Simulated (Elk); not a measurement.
Input and output of a self-consistent single point for Mo (Im-3m, 1 atom in the cell) (Elk).

Computed with LDA (PW92), all-electron FP-LAPW, Elk's shipped species files, APW+lo basis with extra local orbitals in Elk.

```
Mo
1.0
   -1.56713     1.56713     1.56713
    1.56713    -1.56713     1.56713
    1.56713     1.56713    -1.56713
Mo
1
Direct
  0.00000   0.00000   0.00000
```

Reference input (self-consistent single point, DFT, LDA (PW92), all-electron FP-LAPW, Elk's shipped species files, APW+lo basis with extra local orbitals): xctype = 3; rgkmax = 7.5; stype = 3; swidth = 0.00367493 Ha; ngridk = 11 11 11; gmaxvr = 16 1/bohr; nxlo = 2; lorbcnd = true; rmtscf = 0.93; lmaxi = 2. This run's input differs from it in these lines:

```diff
@@ -10,3 +10,3 @@
 gmaxvr
-  16.0
+  6.2
```

Log, with long lists cut:

```
│ Self-consistent loop started │
│ Loop number : 1 │
 total energy                :     -4042.26952762
│ Loop number : 2 │
 total energy                :     -4042.40546431
RMS change in Kohn-Sham potential (target) :   0.1346524689     (  0.1000000000E-05)
Absolute change in total energy (target)   :   0.1359366892     (  0.1000000000E-03)
│ Loop number : 3 │
 total energy                :     -4043.59572100
RMS change in Kohn-Sham potential (target) :   0.9722155694E-01 (  0.1000000000E-05)
Absolute change in total energy (target)   :    1.224240863     (  0.1000000000E-03)
│ Loop number : 4 │
   [... lines left out ...]
Absolute change in total energy (target)   :   0.9897643986E-03 (  0.1000000000E-03)
│ Loop number : 13 │
 total energy                :     -4045.43419937
RMS change in Kohn-Sham potential (target) :   0.6452561396E-06 (  0.1000000000E-05)
Absolute change in total energy (target)   :   0.3181418342E-03 (  0.1000000000E-03)
│ Loop number : 14 │
 total energy                :     -4045.43421535
RMS change in Kohn-Sham potential (target) :   0.1232046917E-06 (  0.1000000000E-05)
Absolute change in total energy (target)   :   0.9551188032E-04 (  0.1000000000E-03)
Convergence targets achieved

│ Loop number : 15 │

Energies :
 Fermi                       :     0.471060135727
 total energy                :     -4045.43421751

Density of states at Fermi energy :    26.59685371
 (states/Hartree/unit cell)

Estimated indirect band gap :   0.2099225344E-02
 from k-point     51 to k-point     43
Estimated direct band gap   :   0.1048526371E-01
 at k-point     25

Charges :
 core                        :    28.00000000
 valence                     :    14.00000000
 interstitial                :    1.935047529
 muffin-tins (core leakage)
  species :    1 (Mo)
   atom    1                 :    40.06495247     (  0.1324737635E-05)
 total in muffin-tins        :    40.06495247
 total calculated charge     :    42.00429521
 total charge                :    42.00000000
 error                       :   0.4295212819E-02

│ Self-consistent loop stopped │
```

The run converged in 15 iterations. The count includes the last loop, which Elk runs after its targets are met. Against the reference run the free energy drops by 3.4 meV/atom.

The starting cell has typed, rounded lattice constants, without a prior relaxation at this level. Its lattice was rescaled by up to half a per cent. Spin polarisation is off. Values depend on the basis (sphere radii, cutoffs, local orbitals), which need not be converged. The log's line on a gap gives a spacing of levels on this mesh, which the program prints for metals too.
